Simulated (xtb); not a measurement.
xtb 6.7.1, GFN2-xTB: Cd(Cl)(SH)(tmeda) (C[N]1(C)CC[N](C)(C)->[Cd]<-1([SH])[Cl]), 28 atoms. The geometry is a generated start, not checked to be a minimum at this level.

- method = GFN2-xTB
- --acc = 1 (default)
- --etemp (K) = 300 (default)
- detailed input (--input) = none: ANC optimiser, Lindh (1995) Hessian, microcycle=20, maxdispl=1.0, hlow=0.01 (default)
- basis functions = 73
- valence electrons = 66

```xyz
28

Cd     1.0563     0.9027     1.3774
Cl     3.1471     1.1481     0.2956
S     -0.5395     1.4659     3.1591
H     -0.6807     0.2030     3.5398
C      1.7327    -2.1297     0.3594
N      0.4876    -1.3651     0.4385
C     -0.5016    -2.1258     1.1941
C      0.0017    -1.0700    -0.9126
C     -0.9975     0.0903    -0.9519
N     -0.3995     1.3717    -0.5713
C      0.4001     1.9218    -1.6638
C     -1.4490     2.3253    -0.2174
H      1.5919    -3.0711    -0.1899
H      2.0825    -2.3614     1.3667
H      2.4950    -1.5305    -0.1381
H     -0.7355    -3.0825     0.7023
H     -0.1152    -2.3379     2.1913
H     -1.4218    -1.5533     1.2996
H      0.8670    -0.8144    -1.5273
H     -0.4801    -1.9608    -1.3503
H     -1.8168    -0.1153    -0.2589
H     -1.4197     0.1495    -1.9687
H      1.2208     1.2503    -1.9042
H      0.8329     2.8725    -1.3509
H     -0.2126     2.0882    -2.5617
H     -0.9960     3.2780     0.0600
H     -2.0118     1.9558     0.6403
H     -2.1383     2.4946    -1.0567
```

Charge 0 and multiplicity 1 are set for this test and not shown to be the ground state.

The structure is relaxed from this start with --opt LEVEL for the levels crude, sloppy, loose, lax, normal, tight, vtight, extreme, once each. Up to the end of the extreme run atoms move by at most 1.0 Å along an axis.

**Question.** What is the loosest level that ends within 5 meV of the extreme run, and how many cycles does it take?

**Answer.** normal: 60 cycles against 89, ending 0.81 meV above.

```csv
level,cycles,energy above the extreme run (meV),gradient norm (eV/Å)
crude,1,39,0.12
sloppy,1,39,0.12
loose,1,39,0.12
lax,1,39,0.12
normal,60,0.81,0.043
tight,73,0.16,0.014
vtight,82,under 0.01,0.0060
extreme,89,—,0.0012
```
